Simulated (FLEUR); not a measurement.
Input and output of a self-consistent single point for Bi2Te3 (R-3m, 5 atoms in the cell) (FLEUR).

Level of theory: PBE, all-electron FLAPW (FLEUR), scalar-relativistic valence in FLEUR.

The change in words: lattice scaled by 0.98. Reference geometry:
```xyz
5
Lattice="2.2581 1.3037 10.9911 -2.2581 1.3037 10.9911 0.0000 -2.6074 10.9911" Properties=species:S:1:pos:R:3 pbc="T T T"
Bi     0.0000     0.0000    19.8886
Bi     0.0000     0.0000    13.0848
Te     0.0000     0.0000    25.8245
Te     0.0000     0.0000     7.1489
Te     0.0000     0.0000     0.0000
```

Reference input (self-consistent single point, DFT, PBE, all-electron FLAPW (FLEUR), scalar-relativistic valence): Kmax = 3.8 1/bohr; GmaxXC = 13.3 1/bohr; xcFunctional = pbe; jspins = 1; l_soc = F; mode = hist; fermiSmearingEnergy = 0.00073499 Htr; mesh (inpgen div1-3) = 4 4 4; inpgen gamma flag = true; Gmax = 13.3 1/bohr; numbands = 0; maxIterBroyd = 15. This run's input differs from it in these lines:

```diff
@@ -3,5 +3,5 @@
 &input film=f /
-4.2672022708 2.4636698403 20.7702387922
--4.2672022708 2.4636698403 20.7702387922
-0.0000000000 -4.9273412989 20.7702386003
+4.1818583934 2.4143970691 20.3548334623
+-4.1818583934 2.4143970691 20.3548334623
+0.0000000000 -4.8287941382 20.3548334623
 1.0
@@ -46,5 +46,5 @@
          <bravaisMatrix>
-            <row-1>    4.2672022708000004     2.4636698403000001    20.7702387922000007</row-1>
-            <row-2>   -4.2672022708000004     2.4636698403000001    20.7702387922000007</row-2>
-            <row-3>    0.0000000000000000    -4.9273412989000001    20.7702386003000008</row-3>
+            <row-1>    4.1818583933999998     2.4143970691000001    20.3548334623000002</row-1>
+            <row-2>   -4.1818583933999998     2.4143970691000001    20.3548334623000002</row-2>
+            <row-3>    0.0000000000000000    -4.8287941382000001    20.3548334623000002</row-3>
          </bravaisMatrix>
```

The program printed (abridged):

```
 Iteration:     1   Distance:       4.98843153 me/bohr^3
 Iteration:     2   Distance:       4.56800089 me/bohr^3
 Iteration:     3   Distance:       2.23040200 me/bohr^3
 Iteration:     4   Distance:       1.44788121 me/bohr^3
 Iteration:     5   Distance:       1.15524841 me/bohr^3
   [... 12 lines left out ...]
 Iteration:    18   Distance:       0.00006410 me/bohr^3
 Iteration:    19   Distance:       0.00002522 me/bohr^3
 Iteration:    20   Distance:       0.00001087 me/bohr^3
 Iteration:    21   Distance:       0.00000590 me/bohr^3
 Reset of history
 Run finished successfully
 Stop message:
   Structural relaxation: new displacements generated

[file out, last iteration]
             iter=     22
[...]
          total density-effective poten   -1.1119519703E+05
          total charge density-energy d   -1.3259673330E+03
 Updated energy parameters for spin:           1
[...]
 fermi energy and band-weighting factors:
   [... 5 lines left out ...]

[...]
FERMIE:
          first approx. to ef    (T=0)  :   0.204528 htr   (energy of the highest occ. eigenvalue)
          number of occ. states  (T=0)  :        507
          first approx. to seigv (T=0)  : -45.915170 htr
          sum of weights of occ. states :  39.000000
          sum of semicore charge        :   0.000000 e
FERHIS:  Fermi-Energy by histogram:
          bandgap                     :   0.022439 htr
   [... lines left out ...]
          charge neutrality (T=0)     :   0.000000    (zero if the highest occ. eigenvalue is "entirely" occupied)
 Direct bandgap for spin            1 :    2.2439468911681915E-002  Htr
 ---->    free energy=                    -63553.8948517914 htr
   [... lines left out ...]
 TOTAL FORCE FOR ATOM TYPE=  1  X=  0.000   Y=  0.000   Z=-24.232
                       FX_TOT= 0.000000 FY_TOT= 0.000000 FZ_TOT= 0.001318
 TOTAL FORCE FOR ATOM TYPE=  2  X=  0.000   Y=  0.000   Z=-13.239
                       FX_TOT= 0.000000 FY_TOT= 0.000000 FZ_TOT= 0.001651
 TOTAL FORCE FOR ATOM TYPE=  3  X=  0.000   Y=  0.000   Z=  0.000
                       FX_TOT= 0.000000 FY_TOT= 0.000000 FZ_TOT= 0.000000
```

The run converged in 21 iterations. FLEUR gives forces in its relaxation mode, with a further iteration, so its stop message speaks of a relaxation. Against the reference run the free energy goes down by 11.4 meV/atom, the largest force goes from 0.319 to 0.085 eV/Å and the gap on the mesh moves little (0.605 to 0.611 eV).

The starting cell comes from a database of computed structures (which also holds hypothetical and non-ambient phases and stackings), without a prior relaxation at this level. Its lattice was rescaled by a random factor within 2.5 % of one. For this run, on top of that: lattice scaled by 0.98. Spin-orbit coupling is off. Values depend on the basis (sphere radii, cutoffs, local orbitals), which need not be converged.

Cost on one core of a shared machine: roughly 5 min.
